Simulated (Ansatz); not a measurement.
## A computed series for SrTiO3: pressure series

The reference is SrTiO3 (space group I4/mcm, No. 140; a = 5.4873 Å, c = 7.8087 Å).

Cell and atoms are relaxed at each pressure.

Calculations: PBEsol, PAW, 420 eV (Ansatz, an electronic-structure program; scalar-relativistic without spin-orbit coupling).

| P (GPa) | V (Å³/atom) |
|---|---|
| -2.00 | 11.889 |
| -1.01 | 11.822 |
| 0.70 | 11.711 |
| 1.50 | 11.661 |
| 3.00 | 11.570 |
| 5.00 | 11.454 |
| 7.50 | 11.317 |
| 10.00 | 11.188 |

Task: Fit a third-order Birch–Murnaghan equation of state.

Result: Least squares on P(V) = (3B₀/2)[(V₀/V)^(7/3) − (V₀/V)^(5/3)]·[1 + (3/4)(B₀′ − 4)((V₀/V)^(2/3) − 1)] gives V₀ = 11.76 Å³/atom, B₀ = 182 GPa and B₀′ = 4.2.

Load acts through the strain it causes; cell and atoms are relaxed under it. Stability against distortions was not tested. Competing high-pressure phases were not computed. All final runs are without spin polarisation. This is not the structure that SrTiO3 has at room temperature and ambient pressure.
